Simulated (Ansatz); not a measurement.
# SiC, pressure series

Base system: SiC (space group P6_3mc, No. 186; a = 3.0781 Å, c = 10.0762 Å).

Cell and atoms are relaxed at each pressure.

Computed with PBEsol/PAW in Ansatz (an electronic-structure program), no spin-orbit coupling, earlier PAW set.

```json
[
 {"P (GPa)": "-1.99", "V (Å³/atom)": "10.429"},
 {"P (GPa)": "-0.99", "V (Å³/atom)": "10.381"},
 {"P (GPa)": "1.80", "V (Å³/atom)": "10.253"},
 {"P (GPa)": "4.20", "V (Å³/atom)": "10.148"},
 {"P (GPa)": "9.00", "V (Å³/atom)": "9.953"},
 {"P (GPa)": "18.00", "V (Å³/atom)": "9.630"},
 {"P (GPa)": "30.00", "V (Å³/atom)": "9.265"},
 {"P (GPa)": "45.00", "V (Å³/atom)": "8.883"},
 {"P (GPa)": "60.00", "V (Å³/atom)": "8.561"}
]
```

Question: Fit a third-order Birch–Murnaghan equation of state.

Answer: Least squares on P(V) = (3B₀/2)[(V₀/V)^(7/3) − (V₀/V)^(5/3)]·[1 + (3/4)(B₀′ − 4)((V₀/V)^(2/3) − 1)] gives V₀ = 10.33 Å³/atom, B₀ = 223 GPa and B₀′ = 3.8.

Load acts through the strain it causes; cell and atoms are relaxed under it. Stability against distortions was not tested. Competing high-pressure phases were not computed.
